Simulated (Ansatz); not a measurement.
Ansatz (an electronic-structure program) run on NbTe2 (P4_2/mnm, 6 atoms in the cell): self-consistent single point.

Method: PBE (plane waves, PAW; Ansatz).

The change in words: lattice scaled by 1.015; basis.ecutwfc: 420 eV → 250 eV. Reference geometry:
```
CELL_PARAMETERS angstrom
      6.70526     0.00000     0.00000
      0.00000     6.70526     0.00000
      0.00000     0.00000     4.31822
ATOMIC_POSITIONS crystal
  Nb 0.00000 0.00000 0.00000
  Nb 0.50000 0.50000 0.50000
  Te 0.30496 0.30496 0.00000
  Te 0.80496 0.19504 0.50000
  Te 0.19504 0.80496 0.50000
  Te 0.69504 0.69504 0.00000
```

Reference input (self-consistent single point, DFT, PBE, plane waves, default PAW files): basis.ecutwfc = 420 eV; kpoints.mp_grid.grid = 4 4 6; hamiltonian.xc = pbe; hamiltonian.pseudopotentials = {kind: paw} (the program's default PAW files); scf.occupations.method = cold; scf.occupations.width = 0.136 eV. This run's input differs from it in these lines:

Ansatz 0.2 input:
```diff
@@ -2,14 +2,14 @@
   lattice:
-    - [6.705256, 0.000000, 0.000000]
-    - [0.000000, 6.705256, 0.000000]
-    - [0.000000, 0.000000, 4.318219]
+    - [6.805835, 0.000000, 0.000000]
+    - [0.000000, 6.805835, 0.000000]
+    - [0.000000, 0.000000, 4.382992]
   atoms:
     - { symbol: Nb, position_ang: [0.000000, 0.000000, 0.000000] }
-    - { symbol: Nb, position_ang: [3.352628, 3.352628, 2.159110] }
-    - { symbol: Te, position_ang: [2.044835, 2.044835, 0.000000] }
-    - { symbol: Te, position_ang: [5.397463, 1.307793, 2.159110] }
-    - { symbol: Te, position_ang: [1.307793, 5.397463, 2.159110] }
-    - { symbol: Te, position_ang: [4.660421, 4.660421, 0.000000] }
+    - { symbol: Nb, position_ang: [3.402918, 3.402918, 2.191496] }
+    - { symbol: Te, position_ang: [2.075507, 2.075507, 0.000000] }
+    - { symbol: Te, position_ang: [5.478425, 1.327410, 2.191496] }
+    - { symbol: Te, position_ang: [1.327410, 5.478425, 2.191496] }
+    - { symbol: Te, position_ang: [4.730328, 4.730328, 0.000000] }
 basis:
-  ecutwfc: 420.0 eV
+  ecutwfc: 250.0 eV
 kpoints:
```

Log, with long lists cut:

```
SCF iter   1: F=—  HF=-37020.773968 eV  |F-HF|=—  |Δ(HF+E_count)|=         —  Δρ=1.24e-2  dr2=2.27e-1  ethr=1.77e-3  ⟨swp⟩=6.0  Hψ=5164  notcnv=0
all-band conjugate gradients solve this SCF's bands
preconditioner: auto → LDOS
SCF iter   2: F=—  HF=-37020.718243 eV  |F-HF|=—  |Δ(HF+E_count)|=   5.57e-2  S|Δr|=    0.00e0  Δρ=7.42e-3  dr2=2.19e-1  ethr=2.52e-4  ⟨swp⟩=2.1  Hψ=2765  notcnv=0  defer=43
   [... lines left out ...]
SCF iter   5: F=—  HF=-37020.656212 eV  |F-HF|=—  |Δ(HF+E_count)|=   2.79e-5  S|Δr|=    0.00e0  Δρ=6.06e-5  dr2=8.82e-6  ethr=1.35e-7  ⟨swp⟩=2.0  Hψ=2295  notcnv=0  defer=43
SCF iter   6: F=—  HF=-37020.656774 eV  |F-HF|=—  |Δ(HF+E_count)|=   5.62e-4  S|Δr|=    0.00e0  Δρ=2.39e-5  dr2=1.33e-6  ethr=9.80e-9  ⟨swp⟩=2.0  Hψ=2302  notcnv=0  defer=43
SCF iter   7: F=-37020.656775 eV  HF=-37020.656775 eV  |F-HF|=3.58e-8  |Δ(HF+E_count)|=   5.38e-7  S|Δr|=    0.00e0  Δρ=5.36e-6  dr2=7.13e-8  ethr=1.11e-10  ⟨swp⟩=7.9  Hψ=5249  notcnv=0
SCF 1 converged in 7 iterations: F = -37020.656775 eV  dr2 = 7.13e-8
Stability not checked (fill_not_monotonic)
Free energy (F): -37020.656775 eV
Internal energy: -37020.650205 eV  (E = F + TS)
E sigma→0 (E₀):  -37020.654585 eV
Entropy (-TS):   -0.006570 eV (-1.095 meV/atom)
Fermi energy:    8.276887 eV
--- Forces (eV/Å), atoms counted from 1 ---
  atom   1  Nb     0.00000000     0.00000000     0.00000000
  atom   2  Nb     0.00000000    -0.00000000     0.00000000
  atom   3  Te    -0.01516521    -0.01516521     0.00000000
  atom   4  Te    -0.01516521     0.01516521     0.00000000
  atom   5  Te     0.01516521    -0.01516521     0.00000000
  atom   6  Te     0.01516521     0.01516521     0.00000000
--- Stress (GPa, compression-positive) ---
       -3.926000       0.000000       0.000000
        0.000000      -3.926000       0.000000
        0.000000       0.000000     -10.024448
  P = ⅓ Tr σ = -5.9588 GPa (-59.588 kbar)
  The stress holds the Pulay correction. Without it, at fixed plane waves, as pw.x and ABINIT print it: P = -30.8360 GPa
```

The run converged in 7 iterations. Against the reference run the free energy goes up by 723 meV/atom, the pressure goes from -4.23 to -5.96 GPa and the largest force goes from 0.158 to 0.021 eV/Å.

The starting cell was generated: these elements placed on a structure prototype, without a prior relaxation; it need not be a known phase or ordering of this composition. Its lattice was rescaled by a random factor within 2.5 % of one. For this run, on top of that: lattice scaled by 1.015. Spin-orbit coupling is off. Spin polarisation is off. Ansatz's pressure includes its estimate of the finite-basis (Pulay) stress. Without the estimate this run gives -30.84 GPa. The cutoff lies below the one recommended for these files.
